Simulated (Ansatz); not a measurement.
Base system: Zr in the hcp (Mg type) structure (space group P6_3/mmc, No. 194; a = 3.2304 Å, c = 5.1788 Å; relaxed with 0.1 eV smearing). Axes: x lies along a and z along c of the hexagonal cell.

Calculations: Kohn–Sham DFT with the PBE functional, run in Ansatz (a quantum-chemistry and plane-wave program) with PAW and 420 eV plane waves, spin-orbit coupling left out.

For the base:

| Property | Value |
|---|---|
| Pressure | 0.0 GPa |

Modification: tensile biaxial strain of 0.29 % in the plane normal to [001], as in epitaxy on a mismatched substrate; the out-of-plane cell vector and the atoms relax.

Question: Estimate the effect on the pressure and out-of-plane strain.

Answer: The pressure (mean of the normal stresses, compression positive) goes from zero to -0.3 GPa; the out-of-plane strain comes out as -0.23 %.

Whether these cells are dynamically stable was not tested. All final runs are without spin polarisation.
